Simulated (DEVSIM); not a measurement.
Device: abrupt Si n-p junction, at 400 K.

```csv
layer (left to right),material,thickness (μm),Nd (cm⁻³),Na (cm⁻³),τn (s),τp (s)
1,Si,8.50,5.6e16,-,0.00076,0.00076
2,Si,50.0,-,1.7e14,0.00076,0.00076
```

Left contact: ohmic. Right contact: ohmic. Voltage is applied to the left contact. Recombination: SRH at mid-gap. Mobility is μmin + (μ − μmin)/(1 + (N/Nref)^α).

Constants are typed, rounded textbook-type inputs, not results; the design itself was drawn at random and stands for no fabricated device. Values at 300 K; Nc and Nv go as T^1.5, mobilities as T to minus their exponent, the gap by Varshni's rule with the affinity fixed.

| parameter | Si |
|---|---|
| gap (eV) | 1.124 |
| affinity (eV) | 4.05 |
| permittivity | 11.7 |
| Nc (cm⁻³) | 2.86e19 |
| Nv (cm⁻³) | 3.1e19 |
| μn (cm²/Vs) | 1417 |
| μp (cm²/Vs) | 470 |
| μn,min | 52 |
| μp,min | 45 |
| Nref,n | 9.7e16 |
| Nref,p | 2.2e17 |
| αn | 0.68 |
| αp | 0.72 |
| T exponent of μn | 2.3 |
| T exponent of μp | 2.2 |
| Varshni α (eV/K) | 0.000473 |
| Varshni β (K) | 636 |

Simulated with DEVSIM: 1D drift-diffusion, Boltzmann statistics, complete ionisation; no tunnelling, impact ionisation, image-force lowering or self-heating.

**Question.** Give the dark forward current.

**Answer.** 
(V (V), J (A/cm²)): (-0.05, -0.00051); (-0.15, -0.011); (-0.20, -0.044); (-0.30, -0.42); (-0.40, -2.3); (-0.45, -4.6); (-0.55, -13); (-0.60, -20); (-0.70, -37); (-0.80, -58); (-0.85, -69); (-0.95, -93); (-1.05, -120); (-1.10, -130); (-1.20, -150); (-1.25, -160); (-1.35, -180); (-1.45, -200); (-1.50, -200); (-1.60, -220)
